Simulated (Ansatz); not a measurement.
Base system: LiF in the rock salt structure (space group Fm-3m, No. 225; a = 4.008 Å). Axes: x, y, z lie along the cube axes.

Level of theory: Kohn–Sham DFT with the PBEsol functional, run in Ansatz (a quantum-chemistry and plane-wave program) with PAW and 420 eV plane waves, without spin-orbit coupling.

Before the change:

* **Band gap**: 9.05 eV
* **Electron mass**: 0.88 mₑ (at Γ)
* **Gap character**: direct at Γ

Modification: uniaxial strain ε_zz = −1.50 %, all other strain components held at zero; the atoms relax in the strained cell.

Problem. What happens to the band gap?

Solution. The band gap grows by 0.12 eV to 9.17 eV.

Problem. What happens to the energy relative to the base?

Solution. The energy grows by 0.7 meV/atom.

Problem. Estimate the effect on the electron mass.

Solution. The electron mass changes from 0.88 mₑ (at Γ) to 0.89 mₑ (at Γ).

Problem. How does this affect the stress?

Solution. The stress (xx, yy, zz, yz, xz, xy; compression positive) is (0.70, 0.70, 2.05, 0.00, 0.00, 0.00) GPa.

Problem. Predict the new gap character.

Solution. The gap character stays direct at Γ.

Effective masses come from finite differences of ±0.01 Å⁻¹. Whether these cells are dynamically stable was not tested. Labels are those of the standard path for the cell's own space group.
